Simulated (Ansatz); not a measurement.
## A computed series for Sc2Al: response to strain

Base system: Sc₂Al (space group P6_3/mmc, No. 194; a = 4.850 Å, c = 6.090 Å; a cell from a computed database, its experimental status unchecked). Axes: x lies along a and z along c of the hexagonal cell.

Strains are applied to the cell and any free atomic positions relax; under biaxial strain the out-of-plane vector relaxes too; under stress the whole cell relaxes.

Calculations: Kohn–Sham DFT with the PBEsol functional, run in Ansatz (an electronic-structure program) with PAW and 420 eV plane waves, without spin-orbit coupling.

Notes on the quantities. pressure: mean of the normal stresses, compression positive.

```tsv
case	pressure	shortest interatomic distance
base	0.0 GPa	280.0 pm
biaxial strain −4.37 %, plane normal [001], relaxed out of plane	6.5 GPa	267.8 pm
biaxial strain −0.87 %, plane normal [001], relaxed out of plane	1.1 GPa	277.6 pm
biaxial strain +0.41 %, plane normal [001], relaxed out of plane	-0.5 GPa	281.1 pm
uniaxial stress, 2 GPa compression along z	–	280.6 pm
```

Without a gap, meshes like the base's 11×11×8 leave anisotropic stresses uncertain by several tenths of a GPa, and small strain energies with them. Stability under load was not tested beyond the relaxation. The final runs are not spin-polarised. Sc2Al has a high density of states at the Fermi level and may be magnetic at this level.
